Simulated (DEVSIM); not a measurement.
System: Schottky contact on n-type CdTe, at 300 K.

| layer (left to right) | material | thickness (μm) | Nd (cm⁻³) | τn (s) | τp (s) |
|---|---|---|---|---|---|
| 1 | CdTe | 4.00 | 2.6e15 | 4.2e-10 | 4.2e-10 |

Left contact: Schottky, work function 5.09 eV, emission velocity 7.9e6 cm/s. Right contact: ohmic. Voltage is applied to the left contact. Recombination: SRH at mid-gap, Auger. Mobility is constant in doping.

The device is made up for the run: typed textbook-type constants, with dimensions and the other settings drawn at random. Values at 300 K.

| parameter | CdTe |
|---|---|
| gap (eV) | 1.5 |
| affinity (eV) | 4.28 |
| permittivity | 10.2 |
| Nc (cm⁻³) | 8e17 |
| Nv (cm⁻³) | 1.8e19 |
| μn (cm²/Vs) | 1000 |
| μp (cm²/Vs) | 80 |
| Cn (cm⁶/s) | 1e-30 |
| Cp (cm⁶/s) | 1e-30 |

Model (solved in DEVSIM): 1D drift-diffusion, Boltzmann statistics, complete ionisation; no tunnelling, impact ionisation, image-force lowering or self-heating. Metal contacts follow the ideal Schottky-Mott rule: no Fermi-level pinning, no interface dipoles.

Give the small-signal capacitance in reverse bias (quasi-static).


```json
[
 {"V (V)": "-0.1", "C (nF/cm²)": "16.0"},
 {"V (V)": "-0.25", "C (nF/cm²)": "14.6"},
 {"V (V)": "-0.5", "C (nF/cm²)": "12.9"},
 {"V (V)": "-0.75", "C (nF/cm²)": "11.6"},
 {"V (V)": "-1", "C (nF/cm²)": "10.7"},
 {"V (V)": "-1.5", "C (nF/cm²)": "9.38"},
 {"V (V)": "-2", "C (nF/cm²)": "8.45"},
 {"V (V)": "-2.5", "C (nF/cm²)": "7.74"},
 {"V (V)": "-3.25", "C (nF/cm²)": "6.96"},
 {"V (V)": "-4", "C (nF/cm²)": "6.37"},
 {"V (V)": "-5", "C (nF/cm²)": "5.78"}
]
```
